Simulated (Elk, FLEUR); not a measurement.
A FLEUR input for a self-consistent single point of K2Se (Fm-3m, 3 atoms in the cell) (DFT, LDA (Vosko-Wilk-Nusair), all-electron FLAPW (FLEUR), scalar-relativistic valence):

Input of the input generator:

```
K2Se FLAPW
&input film=f /
-0.0000000000 7.2489043764 7.2489043764
7.2489043764 0.0000000000 7.2489043764
7.2489043764 7.2489043764 -0.0000000000
1.0
1.0 1.0 1.0

3
19 0.2500000000 0.2500000000 0.2500000000
19 0.7500000000 0.7500000000 0.7500000000
34 0.0000000000 0.0000000000 0.0000000000

&comp jspins=1 /
&exco xctyp='vwn' /
&kpt div1=8 div2=8 div3=8 gamma=t /
&end /
```

```xml
<?xml version="1.0" encoding="UTF-8" standalone="no"?>
<fleurInput fleurInputVersion="0.39">
   <comment>
      K2Se FLAPW                                                                                          
   </comment>
   <calculationSetup>
      <cutoffs Kmax="3.8" Gmax="13.3" GmaxXC="13.3" numbands="0"/>
      <scfLoop itmax="80" minDistance="0.00001" maxIterBroyd="15" imix="Anderson" alpha="0.05" precondParam="0.0" spinf="2.0"/>
      <coreElectrons ctail="T" frcor="F" kcrel="0" coretail_lmax="0"/>
      <xcFunctional name="vwn" relativisticCorrections="F"/>
      <magnetism jspins="1"/>
      <soc l_soc="F" theta="0.0" phi="0.0" spav="F"/>
      <expertModes spex="0" secvar="F"/>
      <geometryOptimization l_f="T" forcealpha="1.0" forcemix="BFGS" epsdisp="0.00001" epsforce="0.00001"/>
      <ldaU l_linMix="F" mixParam="0.05" spinf="1.0"/>
   </calculationSetup>
   <cell>
      <bzIntegration valenceElectrons="34.0" mode="hist" fermiSmearingEnergy="0.0001">
         <kPointListSelection listName="default-1"/>
         <!-- k-points included here -->
         <xi:include xmlns:xi="http://www.w3.org/2001/XInclude" href="kpts.xml"> </xi:include>
      </bzIntegration>
      <!-- symmetry operations included here -->
      <xi:include xmlns:xi="http://www.w3.org/2001/XInclude" href="sym.xml"> </xi:include>
      <bulkLattice scale="1.0">
         <bravaisMatrix>
            <row-1>    0.0000000000000000     7.2489043763999996     7.2489043763999996</row-1>
            <row-2>    7.2489043763999996     0.0000000000000000     7.2489043763999996</row-2>
            <row-3>    7.2489043763999996     7.2489043763999996     0.0000000000000000</row-3>
         </bravaisMatrix>
      </bulkLattice>
   </cell>
   <atomSpecies>
      <species name="Potassium (K)" element="K" atomicNumber="19">
         <mtSphere radius="2.68" gridPoints="925" logIncrement="0.013"/>
         <atomicCutoffs lmax="10" lnonsphr="8"/>
         <electronConfig flipSpins="F">
            <coreConfig>(1s1/2) (2s1/2) (2p1/2) (2p3/2)</coreConfig>
            <valenceConfig>(3s1/2) (3p1/2) (3p3/2) (4s1/2)</valenceConfig>
            <stateOccupation state="(4s1/2)" spinUp="0.5" spinDown="0.5"/>
         </electronConfig>
         <energyParameters s="4" p="4" d="3" f="4"/>
         <lo type="SCLO" l="0" n="3" eDeriv="0"/>
         <lo type="SCLO" l="1" n="3" eDeriv="0"/>
      </species>
      <species name="Selenium (Se)" element="Se" atomicNumber="34">
         <mtSphere radius="2.68" gridPoints="925" logIncrement="0.014"/>
         <atomicCutoffs lmax="10" lnonsphr="8"/>
         <electronConfig flipSpins="F">
            <coreConfig>(1s1/2) (2s1/2) (2p1/2) (2p3/2) (3s1/2) (3p1/2) (3p3/2)</coreConfig>
            <valenceConfig>(4s1/2) (3d3/2) (3d5/2) (4p1/2) (4p3/2)</valenceConfig>
            <stateOccupation state="(4p1/2)" spinUp="0.6666666666667" spinDown="0.6666666666667"/>
            <stateOccupation state="(4p3/2)" spinUp="1.3333333333333" spinDown="1.3333333333333"/>
         </electronConfig>
         <energyParameters s="4" p="4" d="3" f="4"/>
      </species>
   </atomSpecies>
   <atomGroups>
      <atomGroup species="Potassium (K)">
         <relPos label="                   1">1.000/4.000 1.000/4.000 1.000/4.000</relPos>
         <relPos label="                   2">-1.000/4.000 -1.000/4.000 -1.000/4.000</relPos>
         <force calculate="T" relaxXYZ="TTT"/>
      </atomGroup>
      <atomGroup species="Selenium (Se)">
         <relPos label="                   3">.0000000000 .0000000000 .0000000000</relPos>
         <force calculate="T" relaxXYZ="TTT"/>
      </atomGroup>
   </atomGroups>
   <output dos="F" band="F" slice="F">
      <checks vchk="F" cdinf="F"/>
      <bandDOS minEnergy="-.5*Htr" maxEnergy="0.5*Htr" sigma="0.015" storeEVData="T"/>
      <vacuumDOS vacdos="F" integ="F" star="F" nstars="0" locx1="0.0" locy1="0.0" locx2="0.0" locy2="0.0" nstm="0" tworkf="0.0"/>
      <unfoldingBand unfoldBand="F" supercellX="1" supercellY="1" supercellZ="1"/>
      <plotting iplot="0" polar="F">
         <plot TwoD="T" vec1="  1.0  0.0  0.0" vec2="  0.0  1.0  0.0" vec3="  0.0  0.0  1.0" zero="  0.0  0.0  0.0" file="plot"/>
      </plotting>
      <chargeDensitySlicing numkpt="0" minEigenval="0.0" maxEigenval="0.0" nnne="0" pallst="F"/>
      <specialOutput eonly="F"/>
      <magneticCircularDichroism mcd="F" energyLo="-10.0" energyUp="0.0"/>
   </output>
  <!-- We include the file relax.xml here to enable relaxations (see documentation) -->
  <xi:include xmlns:xi="http://www.w3.org/2001/XInclude" href="relax.xml"> <xi:fallback/> </xi:include>
</fleurInput>
```

Task: Translate this input to Elk.

Result: This is the input that was run; spellings and numerical settings could be chosen otherwise.

```
tasks
  0

xctype
  3

rgkmax
  8.0

gmaxvr
  14.0

nxlo
  2

lorbcnd
  .true.

lmaxi
  3

stype
  0

swidth
  0.0001

scale
  1.889726125

avec
    0.0000000000    3.8359550000    3.8359550000
    3.8359550000    0.0000000000    3.8359550000
    3.8359550000    3.8359550000    0.0000000000

sppath
  'species/'

atoms
  2   : nspecies
  'K.in'   : spfname
  2   : natoms; atposl, bfcmt below
  0.2500000000  0.2500000000  0.2500000000    0.0 0.0 0.0
  0.7500000000  0.7500000000  0.7500000000    0.0 0.0 0.0
  'Se.in'   : spfname
  1   : natoms; atposl, bfcmt below
  0.0000000000  0.0000000000  0.0000000000    0.0 0.0 0.0

ngridk
  8 8 8
```

Basis settings and potentials, where a program has them, do not carry over. This input uses DFT, LDA (PW92), all-electron FP-LAPW, Elk's shipped species files, APW+lo basis with extra local orbitals. LDA parametrisations can differ slightly between programs.

The starting cell comes from a database of computed structures (which also holds hypothetical and non-ambient phases and stackings), without a prior relaxation at this level.
